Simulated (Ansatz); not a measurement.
Results of LDA (PAW; Ansatz, a quantum-chemistry and plane-wave program) for cubic perovskite CsSrF₃.

Settings: plane-wave cutoff 520 eV, 8×8×8 k mesh, Fermi–Dirac smearing 0.01 eV, scalar-relativistic PAW data made under PBE.

On both sides of the equilibrium volume: at 19.678 Å³/atom the pressure is 1.14 GPa and the direct gap at Γ 6.380 eV; at 20.481 Å³/atom they are -0.98 GPa and 6.247 eV. The fitted bulk modulus is 52.8 GPa.

Problem. Work out the volume deformation potential of this gap and its pressure coefficient, in two ways.

Solution. a_V = dE_g/d ln V = (6.247 − 6.380)/ln(20.481/19.678) = -3.33 eV. Since dP = −B d ln V, dE_g/dP = −a_V/B = 63 meV/GPa. Straight from the pressures: (6.380 − 6.247)/(1.14 − (-0.98)) = 63 meV/GPa. At this level and over this range the gap at Γ widens under pressure.

Spin–orbit coupling is not included.

Note: the relaxation could not lower the start's symmetry, so the cell can be a saddle point above a distorted one.
